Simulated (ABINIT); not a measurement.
**Input and output of a self-consistent single point for Mo (Im-3m, 1 atom in the cell) (ABINIT)**

Level of theory: LDA (PW92), PAW (JTH v2.0 LDA PAW) (plane waves; ABINIT).

Input:

```
# Mo, JTH v2.0 LDA PAW
pp_dirpath "./"
pseudos "Mo.LDA_PW-JTH.xml"
acell 3*1.0
rprim
        -2.9614370531    2.9614370531    2.9614370531
         2.9614370531   -2.9614370531    2.9614370531
         2.9614370531    2.9614370531   -2.9614370531
natom 1
ntypat 1
znucl 42
typat 1
xcart    0.0000000000    0.0000000000    0.0000000000
ecut 544 eV
pawecutdg 1088 eV
ixc 7
occopt 3
tsmear 0.1 eV
nband 12
kptopt 1
ngkpt 11 11 11
nshiftk 1
shiftk 0 0 0
nstep 100
tolvrs 1.0e-10
prtwf 0
prtden 0
prtvol 1
```

Output (repeated stretches shortened):

```
 Symmetries : space group Im -3 m (#229); Bravais cI (body-center cubic)

 -outvars: echo values of preprocessed input variables --------
            acell      1.0000000000E+00  1.0000000000E+00  1.0000000000E+00 Bohr
             ecut      1.99916330E+01 Hartree
              ixc           7
         kptrlatt       11    0    0      0   11    0      0    0   11
          kptrlen      5.64229538E+01
            natom           1
            nband          12
            ngfft          24      24      24
          ngfftdg          30      30      30
             nkpt          56
            nstep         100
             nsym          48
           ntypat           1
           occopt           3
        pawecutdg      3.99832660E+01 Hartree
            rprim     -2.9614370531E+00  2.9614370531E+00  2.9614370531E+00
                       2.9614370531E+00 -2.9614370531E+00  2.9614370531E+00
                       2.9614370531E+00  2.9614370531E+00 -2.9614370531E+00
          spgroup         229
           tolvrs      1.00000000E-10
           tsmear      3.67493254E-03 Hartree
            typat      1
           useylm           1
            znucl       42.00000

== DATASET  1 ==================================================================

 Exchange-correlation functional for the present dataset will be:
  LDA: Perdew-Wang 92 LSD fit to Ceperley-Alder data - ixc=7
 Citation for XC functional:
  J.P.Perdew and Y.Wang, PRB 45, 13244 (1992)

 Real(R)+Recip(G) space primitive vectors, cartesian coordinates (Bohr,Bohr^-1):
 R(1)= -2.9614371  2.9614371  2.9614371  G(1)=  0.0000000  0.1688370  0.1688370
 R(2)=  2.9614371 -2.9614371  2.9614371  G(2)=  0.1688370  0.0000000  0.1688370
 R(3)=  2.9614371  2.9614371 -2.9614371  G(3)=  0.1688370  0.1688370  0.0000000
 Unit cell volume ucvol=  1.0388851E+02 bohr^3
 Angles (23,13,12)=  1.09471221E+02  1.09471221E+02  1.09471221E+02 degrees

 Coarse grid specifications (used for wave-functions):

 getcut: wavevector=  0.0000  0.0000  0.0000  ngfft=  24  24  24
         ecut(hartree)=     19.992   => boxcut(ratio)=   2.32466

 Fine grid specifications (used for densities):

 getcut: wavevector=  0.0000  0.0000  0.0000  ngfft=  30  30  30
         ecut(hartree)=     39.983   => boxcut(ratio)=   2.05473

   3.80030290E+02                                ecore*ucvol(ha*bohr**3)

 newkpt: prtvol=0 or 1, do not print more k-points.
_setup2: Arith. and geom. avg. npw (full set) are     443.721     443.699

--- !BeginCycle
solver: {iscf: 17, nstep: 100, nline: 4, wfoptalg: 10, }
tolerances: {tolvrs: 1.00E-10, }
...

     iter   Etot(hartree)      deltaE(h)  residm     nres2
 ETOT  1  -68.717242783482    -6.872E+01 8.601E-01 5.446E+00
 ETOT  2  -69.059124309661    -3.419E-01 4.259E-02 1.007E+00
 ETOT  3  -69.055928860342     3.195E-03 5.810E-03 7.298E-02
 ETOT  4  -69.056125726312    -1.969E-04 2.029E-03 7.402E-03
 ETOT  5  -69.056143104182    -1.738E-05 8.485E-04 6.117E-05
 ETOT  6  -69.056143459532    -3.553E-07 5.057E-04 3.087E-06
 ETOT  7  -69.056143514425    -5.489E-08 3.390E-04 1.210E-07
 ETOT  8  -69.056143514425    -1.847E-13 3.939E-04 9.180E-09
 ETOT  9  -69.056143514506    -8.110E-11 2.043E-04 3.667E-11

 At SCF step    9       nres2   =  3.67E-11 < tolvrs=  1.00E-10 =>converged.

 Cartesian components of stress tensor (hartree/bohr^3)
  sigma(1 1)=  1.86594407E-04  sigma(3 2)=  0.00000000E+00
  sigma(2 2)=  1.86594407E-04  sigma(3 1)=  0.00000000E+00
  sigma(3 3)=  1.86594407E-04  sigma(2 1)=  0.00000000E+00

 ----iterations are completed or convergence reached----

 reduced coordinates (array xred) for    1 atoms
       0.000000000000      0.000000000000      0.000000000000
 cartesian forces (eV/Angstrom) at end:
    1     -0.00000000000000    -0.00000000000000    -0.00000000000000
 frms,max,avg= 0.0000000E+00 0.0000000E+00   0.000E+00  0.000E+00  0.000E+00 e/A
 length scales=  1.000000000000  1.000000000000  1.000000000000 bohr
              =  0.529177208590  0.529177208590  0.529177208590 angstroms
 Fermi (or HOMO) energy (hartree) =   0.50706   Average Vxc (hartree)=  -0.47360
 Eigenvalues (hartree) for nkpt=  56  k points:
 kpt#   1, nband= 12, wtk=  0.00075, kpt=  0.0000  0.0000  0.0000 (reduced coord)
  -1.73788   -0.75552   -0.75552   -0.75552    0.24031    0.45782    0.45782    0.45782
   0.57012    0.57012    1.06140    1.06140
      occupation numbers for kpt#   1
   2.00000    2.00000    2.00000    2.00000    2.00000    2.00000    2.00000    2.00000
   0.00000    0.00000    0.00000    0.00000
 prteigrs : prtvol=0 or 1, do not print more k-points.

--- !EnergyTerms
comment             : Components of total free energy in Hartree
kinetic             :  9.65992652324191E+00
hartree             :  1.00387639099939E+01
xc                  : -3.84989558456108E+00
Ewald energy        : -6.02148334840600E+01
psp_core            :  3.65805898727824E+00
local_psp           : -3.65805354476608E+01
spherical_terms     :  8.23350043877515E+00
internal            : -6.90550146569928E+01
'-kT*entropy'       : -1.12443467081218E-03
total_energy        : -6.90561390916636E+01
total_energy_eV     : -1.87911310871281E+03
...

-Cartesian components of stress tensor (GPa)         [Pressure= -5.4898E+00 GPa]
- sigma(1 1)=  5.48979608E+00  sigma(3 2)=  0.00000000E+00
- sigma(2 2)=  5.48979608E+00  sigma(3 1)=  0.00000000E+00
- sigma(3 3)=  5.48979608E+00  sigma(2 1)=  0.00000000E+00

 Calculation completed.
```

The run converged in 9 iterations.

The starting cell has typed, rounded lattice constants, without a prior relaxation at this level. Its lattice was rescaled by up to half a per cent. Spin polarisation is off. With a pressure of about -5 GPa the cell is away from its equilibrium volume at this level.

These are the values that this program gave, and no reference: the one-centre exchange-correlation terms come from a truncated expansion.
